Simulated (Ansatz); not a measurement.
**orthorhombic CsPbBr3: the defect Na interstitial**

The numbers are results of PBE, PAW (plane waves to 420 eV; Ansatz, an electronic-structure program), not measurements. A supercell of 80 sites (2×1×2 repeats of a cell of 20 atoms) was used; the energies come from a 1×2×1 shifted sampling of its zone. Site at the start: void with 3Br nearest, no. 1. Finite-size correction: monopole term and site-potential alignment. Dielectric constants: PBE linear response of the host. Host gap at this level: 2.13 eV. A cell of this size leaves errors of a few tenths of an eV.  Spin–orbit coupling is left out, which matters for these heavy elements. Each state is the lowest found from its start.

The name describes the start; the neighbours show where the atoms ended.

Charges with a result: +1, 0. Others weren't obtained, and one of them could lie lower, also by skipping a charge.

```tsv
charge	moment (μB)	point group	largest move off a lattice site (Å)	neighbours of the last Na atom of the defect at the end (Å)	image correction with alignment (eV)
+1	not spin-polarised	C1	0.72	Br 2.82, Br 2.83, Br 2.85, Br 2.88	0.10
0*	1.0	C1	0.73	Br 2.82, Br 2.82, Br 2.85, Br 2.87	–
```

* At this level the carrier isn't localised at the defect: at charge 0 electrons occupy the conduction band. Such a state is shallow or no state of the defect, and this cell gives it no level.

Point groups are those of the whole cell at tolerances of 0.03 and 0.1 Å ("near" where only the looser one holds); none is given for unsettled states.

Flagged in the runs: a host whose relaxation on this sampling wasn't shown to rest.
